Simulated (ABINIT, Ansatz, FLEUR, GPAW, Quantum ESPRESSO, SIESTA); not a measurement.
# TiCrB₄ (P6/mmm, 6 atoms in the cell) computed with different codes at matched settings

Self-consistent single point, at a second geometry (lattice scaled by 0.98). First geometry:

```
TiCrB4
1.0
    3.01633     0.00000     0.00000
   -1.50816     2.61222     0.00000
    0.00000     0.00000     6.13163
Ti Cr B
1 1 4
Direct
  0.00000   0.00000   0.50000
  0.00000   0.00000   0.00000
  0.33333   0.66667   0.75959
  0.66667   0.33333   0.24041
  0.66667   0.33333   0.75959
  0.33333   0.66667   0.24041
```

Shared settings, as Ansatz (a program for electronic structure) writes them: kpoints.mp_grid.grid = 10 10 5; scf.occupations.method = gaussian; scf.occupations.width = 0.136 eV. Potentials and cutoffs stand in the table.

| code | model | ΔF from the first geometry (meV/atom) | pressure (GPa) | largest force (eV/Å) | cutoff |
|---|---|---|---|---|---|
| FLEUR | LDA (Vosko-Wilk-Nusair), all-electron FLAPW (FLEUR), scalar-relativistic valence | – | – | 0.015 | Kmax 4 1/bohr |
| SIESTA | LDA PW92, numerical atomic orbitals TZP, PseudoDojo LDA standard norm-conserving potentials (rewritten from UPF to PSML) | -20.3 | 2.04 | 0.022 | grid 350 Ry |
| Ansatz | LDA (PW92), PAW files made with PBE | -17.4 | 2.83 | 0.006 | default |
| ABINIT | LDA (PW92), norm-conserving pseudopotentials (PseudoDojo nc-sr-04 LDA standard) | -16.8 | 3.24 | 0.001 | 1279 eV |
| GPAW | LDA (Perdew-Wang 92), GPAW PAW datasets LDA (gpaw-data 1.0.1) | -15.0 | – | 0.020 | 950 eV |
| Quantum ESPRESSO | LDA (PW92), PseudoDojo standard norm-conserving (LDA) pseudopotentials | -16.8 | 3.24 | 0.001 | 95 Ry |

A dash marks a value that a program does not give, or that is left out as unsure.

On Ansatz's run: spin polarisation is off.

The spread over the programs that give each value: ΔF from the first geometry within 5.3 meV/atom; pressure within 1.20 GPa; largest force within 0.021 eV/Å.

SIESTA uses small atom-centred bases, whose incompleteness enters pressures, forces and empty levels differently from a plane-wave cutoff. FLEUR treats all electrons, but the usual bases taken here (sphere radii, linearisation, local orbitals, empty states) were not tested for convergence, so the values are no reference for the others. Ansatz's pressure is given at a fixed set of plane waves, as the other plane-wave codes print theirs; with its correction for the finite basis it is 3.03 GPa. The pressure of GPAW is left out: its cutoff lies under the one at which its stress was checked. In the pressure, SIESTA (by 1.20) lies more than 1 GPa from the median of the plane-wave programs.

The starting cell comes from a database of computed structures (which also holds hypothetical and non-ambient phases and stackings), without a prior relaxation at this level. For this run, on top of that: lattice scaled by 0.98.

Left out of this page: Elk (not drawn, or without a comparable value).

Keys are those of Ansatz 0.2.
